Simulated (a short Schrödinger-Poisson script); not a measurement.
Symmetric double-gate stack, Si3N4 on p-type In0.53Ga0.47As

System: symmetric double-gate stack, Si3N4 on p-type In0.53Ga0.47As, at 300 K.

```csv
layer,material,thickness (nm),Na (cm⁻³)
1,Si3N4,5.8,-
2,In0.53Ga0.47As,14,4e17
3,Si3N4,5.8,-
```

The device is made up for the run: typed textbook-type constants, with dimensions and the other settings drawn at random. Si3N4: permittivity 7.5, conduction-band edge (eV) 2.41, gap (eV) 5.1, electron mass (mₑ) 0.5. In0.53Ga0.47As: permittivity 13.9, conduction-band edge (eV) 0, gap (eV) 0.74, Nv at 300 K (cm⁻³) 7.7e18.

Channel valleys (confinement mass, in-plane density-of-states mass, number): Γ 0.041, 0.041, 1. At the gates, both at one voltage, the conduction-band edge of layer 1 lies 2.59 eV − eVg above the Fermi level of the channel. Gaps are held at their typed values at every temperature. Mesh 0.03 nm at interfaces.

From a short Schrödinger-Poisson script (our own, NumPy): 1D Poisson equation in equilibrium, electrons quantum, Hartree plus LDA exchange-correlation (BenDaniel-Duke, 12 states a valley, the channel's in-plane mass for all, wave functions free to enter the dielectric), parabolic valleys, classical holes, full ionisation, no traps, pinning or gate leakage.

| Vg (V) | electrons (cm⁻²) | C (μF/cm²) | Γ E0 (meV) | Γ E1 (meV) |
|---|---|---|---|---|
| 0 | 2.23e7 | < 0.003 | 256.7 | 342.6 |
| 0.1 | 1.10e9 | 0.00700 | 156.0 | 241.9 |
| 0.2 | 4.70e10 | 0.252 | 57.6 | 143.5 |
| 0.3 | 4.35e11 | 0.927 | -10.9 | 72.9 |
| 0.4 | 1.10e12 | 1.18 | -53.4 | 26.7 |
| 0.5 | 1.89e12 | 1.32 | -86.0 | -9.9 |
| 0.6 | 2.74e12 | 1.40 | -113.5 | -41.2 |
| 0.7 | 3.62e12 | 1.43 | -138.8 | -70.2 |
| 0.8 | 4.52e12 | 1.45 | -163.3 | -98.0 |
| 0.9 | 5.43e12 | 1.47 | -186.9 | -124.9 |
| 1 | 6.36e12 | 1.51 | -209.3 | -150.4 |
| 1.1 | 7.32e12 | 1.54 | -230.2 | -174.4 |
| 1.2 | 8.29e12 | 1.57 | -249.9 | -197.1 |
| 1.3 | 9.27e12 | 1.58 | -268.9 | -219.0 |
| 1.4 | 1.03e13 | 1.59 | -287.6 | -240.4 |
| 1.5 | 1.13e13 | 1.60 | -306.1 | -261.6 |
| 1.6 | 1.23e13 | 1.60 | -324.7 | -282.8 |

Gate voltages with under 1e6 electrons/cm² are left out.

Subbands count from the Fermi level. The capacitance is that of both gates.

Above a few 1e12 electrons/cm² a light Γ valley is non-parabolic and upper valleys begin to fill, which the model leaves out.
